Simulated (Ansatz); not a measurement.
Given:

```
PtS2
1.0
    3.57492     0.00000     0.00000
   -1.78746     3.09597     0.00000
    0.00000     0.00000    18.79264
Pt S
1 2
Direct
  0.00000   0.00000   0.50000
  0.33333   0.66667   0.56537
  0.66667   0.33333   0.43463
```

These are HSE06, rigid bands (plane waves, PAW, scalar-relativistic; Ansatz, a program for electronic structure) values and carry that method's errors. Geometry: cell and atoms relaxed with PBE.

Task: What conductivity effective mass do dilute electrons have at 300 K?

Result: 0.39 mₑ.

Task: And the band gap?

Result: 2.58 eV at this level.

Rigid bands, one relaxation time for all states, no polarons. Spin-orbit coupling is left out; where it splits the top of the valence band it changes the hole mass and lowers the gap by about a third of the splitting. Geometry: cell and atoms relaxed with PBE.

Model free-standing layer, not matched to a measured one here: monolayer PtS2.
